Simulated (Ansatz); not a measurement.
Results of LDA (Ansatz, a quantum-chemistry and plane-wave program, plane waves, PAW) for HfGeO₃ (model structure, started from the PbTiO3 type, P4mm, No. 99, 5 atoms in the cell).

Numerical settings: plane-wave cutoff 520 eV, 8×8×8 k mesh, Fermi–Dirac smearing 0.01 eV, scalar-relativistic PAW data made under PBE.

Cell (relaxed with PBEsol):

```cif
data_GeHfO3
_chemical_formula_sum 'Hf1 Ge1 O3'
_space_group_name_H-M_alt 'P 1'
_space_group_IT_number 1
_cell_length_a 3.99594
_cell_length_b 3.99594
_cell_length_c 4.24590
_cell_angle_alpha 90.000
_cell_angle_beta 90.000
_cell_angle_gamma 90.000
loop_
_space_group_symop_operation_xyz
  'x, y, z'
loop_
_atom_site_label
_atom_site_type_symbol
_atom_site_fract_x
_atom_site_fract_y
_atom_site_fract_z
_atom_site_occupancy
Hf1 Hf 0.50000 0.50000 0.56912 1
Ge1 Ge 0.00000 0.00000 0.18998 1
O1 O 0.00000 0.50000 0.45526 1
O2 O 0.50000 0.00000 0.45526 1
O3 O 0.50000 0.50000 0.02058 1
```

**Question.** Give the computed band gap, smallest direct gap on the k points sampled and direct gap at Γ.

**Answer.** 
- band gap: 1.43 eV
- smallest direct gap on the k points sampled: 2.37 eV
- direct gap at Γ: 3.55 eV

Note: the relaxation could raise the start's symmetry but not lower it, so the cell can be a saddle point; cell and atoms aren't relaxed at this level (largest force component 0.17 eV/Å, pressure -4.4 GPa).

Spin–orbit coupling is not included.

The computed numbers hold no vibrational or temperature effects.

Computing time: about 16 core-seconds (a rough figure).

A model structure was made by putting elements into a prototype or built by hand; it is no filed structure, need not be a known phase, and can be a saddle point held by its symmetry.
